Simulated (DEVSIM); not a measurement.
System: Co/SiO2/p-Si capacitor, at 300 K.

| layer (left to right) | material | thickness (nm) | Na (cm⁻³) |
|---|---|---|---|
| 1 | SiO2 | 10.0 | - |
| 2 | Si | 3900 | 1.1e16 |

Metal gate on the left, work function 5 eV. Fixed charge at the semiconductor interface -2.1e10 cm⁻² (in units of +e); no interface traps.

The device is made up for the run: typed textbook-type constants, with dimensions and the other settings drawn at random. Values at 300 K.

```tsv
parameter	SiO2	Si
gap (eV)	9	1.124
affinity (eV)	0.9	4.05
permittivity	3.9	11.7
Nc (cm⁻³)	-	2.86e19
Nv (cm⁻³)	-	3.1e19
```

Simulated with DEVSIM: 1D Poisson equation in equilibrium, Boltzmann statistics, complete ionisation; no quantum confinement or tunnelling. Metal contacts follow the ideal Schottky-Mott rule: no Fermi-level pinning, no interface dipoles.

Give the band bending (positive: bands bend down) and minority sheet density.


```tsv
Vg (V)	ψs (V)	minority carriers (cm⁻²)
-1.6	-0.203	< 1e8
-1.3	-0.192	< 1e8
-1	-0.177	< 1e8
-0.7	-0.157	< 1e8
-0.4	-0.126	< 1e8
-0.1	-0.063	< 1e8
0.2	0.108	< 1e8
0.5	0.358	< 1e8
0.8	0.624	1.9e8
1.1	0.814	2.0e11
1.4	0.861	7.4e11
1.7	0.885	1.3e12
2	0.902	1.9e12
2.3	0.915	2.6e12
```
